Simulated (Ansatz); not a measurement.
# How the elastic constant C11 of cubic perovskite CsPbCl₃ (cubic high-temperature phase) moves with the method

No measured value is used here.

```json
[
 {"level (code)": "LDA (Ansatz)", "value (GPa)": "70.9", "cell (Å³/atom)": "33.79"},
 {"level (code)": "PBE (Ansatz)", "value (GPa)": "?", "cell (Å³/atom)": "37.83"},
 {"level (code)": "PBEsol (Ansatz)", "value (GPa)": "59.1", "cell (Å³/atom)": "35.60"},
 {"level (code)": "r²SCAN (Ansatz)", "value (GPa)": "57.9", "cell (Å³/atom)": "36.61"},
 {"level (code)": "HSE06 (Ansatz)", "value (GPa)": "52.8", "cell (Å³/atom)": "37.16"}
]
```

Question: What belongs in the gaps?

Answer: 
- PBE (Ansatz, an electronic-structure program), value (GPa): 49.3

Density-functional levels without +SOC have no spin–orbit coupling. LDA, PBE, PBEsol, r²SCAN, HSE06: the relaxation could not lower the start's symmetry, so the cell can be a saddle point above a distorted one. Each level is taken at its own relaxed cell. Cutoffs differ between the levels. Ansatz's density-functional and Hartree–Fock values are scalar-relativistic unless marked +SOC, with PAW data made under PBE.
